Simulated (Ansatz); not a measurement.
The reference is GaSb in the zinc blende structure (space group F-43m, No. 216).

```cif
data_Ga4Sb4
_chemical_formula_sum 'Sb4 Ga4'
_space_group_name_H-M_alt 'F-43m'
_space_group_IT_number 216
_space_group_name_Hall 'F -4 2 3'
_cell_length_a 6.13353
_cell_length_b 6.13353
_cell_length_c 6.13353
_cell_angle_alpha 90.000
_cell_angle_beta 90.000
_cell_angle_gamma 90.000
loop_
_atom_site_label
_atom_site_type_symbol
_atom_site_symmetry_multiplicity
_atom_site_Wyckoff_symbol
_atom_site_fract_x
_atom_site_fract_y
_atom_site_fract_z
_atom_site_occupancy
Sb1 Sb 4 c 0.25000 0.25000 0.25000 1
Ga1 Ga 4 a 0.00000 0.00000 0.00000 1
```
(The calculation used a cell of 2 atoms; values per cell refer to that cell.)

Method: Kohn–Sham DFT with the r2SCAN functional, run in Ansatz (a first-principles code) with PAW and 500 eV plane waves, without spin-orbit coupling, earlier PAW set.

Base values:

Volume per atom: 28.84 Å³
Band gap: 0.41 eV

Now apply this change: In takes the place of Ga on all its sites; the structure is relaxed again.

Tabulated Pauling electronegativity and covalent radius: Ga 1.81, 1.22 Å; In 1.78, 1.42 Å.

Task: Estimate the effect on the volume per atom and band gap.

Result: The volume per atom grows by 6.41 Å³ to 35.25 Å³; the band gap becomes zero (base: 0.41 eV).

Spin-orbit coupling, missing from the scalar runs, can matter with Sb. Stability against distortions was not tested. The final runs are not spin-polarised. Gaps under 0.05 eV, about the width of the smearing, are given as zero. The zero or small gap of InSb can change with the level of theory.
